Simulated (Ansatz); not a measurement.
Ansatz (a quantum-chemistry and plane-wave program) run on K2Se (Fm-3m, 3 atoms in the cell): self-consistent single point.

Method of the run: LDA (PW92) with spin-orbit coupling, default PAW files made with PBE (plane waves; Ansatz).

```yaml
crystal:
  lattice:
    - [0.00000, 3.83595, 3.83595]
    - [3.83595, 0.00000, 3.83595]
    - [3.83595, 3.83595, 0.00000]
  atoms:
    - { symbol: K, position: [0.25000, 0.25000, 0.25000] }
    - { symbol: K, position: [0.75000, 0.75000, 0.75000] }
    - { symbol: Se, position: [0.00000, 0.00000, 0.00000] }
```

Reference input (self-consistent single point, DFT, LDA (PW92), plane waves, default PAW files made with PBE): kpoints.mp_grid.grid = 8 8 8; hamiltonian.xc = lda; hamiltonian.pseudopotentials = {kind: paw} (the program's default PAW files); scf.occupations.method = fixed. This run's input differs from it in these lines:

Ansatz 0.2 input:
```diff
@@ -17,2 +17,5 @@
     kind: paw
+magnetization:
+  noncollinear: true
+  spin_orbit: true
 scf:
```

Output, abridged:

```
SCF iter   1: F=—  HF=-8380.841948 eV  |F-HF|=—  |Δ(HF+E_count)|=         —  Δρ=4.60e-2  dr2=4.00e0  dr2_m=0.00e0 (ungated)  ethr=3.10e-3  |M|=0.00e0 ∫|m|=0.00e0 μB  |m|>n=0.0e0 m-floor=0.0e0 τ_xc=0.0e0  β_m=0.30  ⟨swp⟩=7.4  Hψ=2592  notcnv=0  defer=108
all-band conjugate gradients solve this SCF's bands
preconditioner: auto → none
   [... lines left out ...]
SCF iter   6: F=—  HF=-8379.330375 eV  |F-HF|=—  |Δ(HF+E_count)|=   1.96e-5  Δρ=2.74e-5  dr2=1.70e-6  dr2_m=0.00e0 (ungated)  ethr=2.98e-8  |M|=0.00e0 ∫|m|=0.00e0 μB  |m|>n=0.0e0 m-floor=0.0e0 τ_xc=0.0e0  β_m=0.71  ⟨swp⟩=2.2  Hψ=1141  notcnv=0  defer=114
SCF iter   7: F=-8379.330374 eV  HF=-8379.330374 eV  |F-HF|=4.46e-8  |Δ(HF+E_count)|=   5.50e-7  Δρ=3.85e-6  dr2=3.33e-8  dr2_m=0.00e0 (ungated)  ethr=2.94e-10  |M|=0.00e0 ∫|m|=0.00e0 μB  |m|>n=0.0e0 m-floor=0.0e0 τ_xc=0.0e0  ⟨swp⟩=15.6  Hψ=4132  notcnv=0
SCF 1 converged in 7 iterations: F = -8379.330374 eV  dr2 = 3.33e-8
Magnetization: |M| = 0.0000 μB,  M = (+0.0000, +0.0000, +0.0000) μB
Absolute magnetization: 0.0000 μB (∫|m|)
  site 0: m = (+0.0000, +0.0000, +0.0000) μB, |m| = 0.0000 μB  (R = 1.37 Å)
  site 1: m = (+0.0000, +0.0000, +0.0000) μB, |m| = 0.0000 μB  (R = 1.37 Å)
  site 2: m = (+0.0000, +0.0000, +0.0000) μB, |m| = 0.0000 μB  (R = 1.37 Å)
Free energy (F): -8379.330374 eV
Internal energy: -8379.330374 eV  (E = F + TS)
E sigma→0 (E₀):  -8379.330374 eV
Fermi energy:    2.616281 eV
--- Forces (eV/Å), atoms counted from 1 ---
  atom   1  K     -0.00000000     0.00000000     0.00000000
   [... zero for the other atoms too ...]
--- Stress (GPa, compression-positive) ---
       -1.458966       0.000000      -0.000000
        0.000000      -1.458966      -0.000000
        0.000000       0.000000      -1.458966
  P = ⅓ Tr σ = -1.4590 GPa (-14.590 kbar)
  The stress holds the Pulay correction. Without it, at fixed plane waves, as pw.x and ABINIT print it: P = -1.4676 GPa
```

The run converged in 7 iterations. Against the reference run the pressure stays at -1.46 GPa and the gap on the mesh goes from 1.899 to 1.804 eV.

The starting cell comes from a database of computed structures (which also holds hypothetical and non-ambient phases and stackings), without a prior relaxation at this level. Ansatz's pressure includes its estimate of the finite-basis (Pulay) stress.
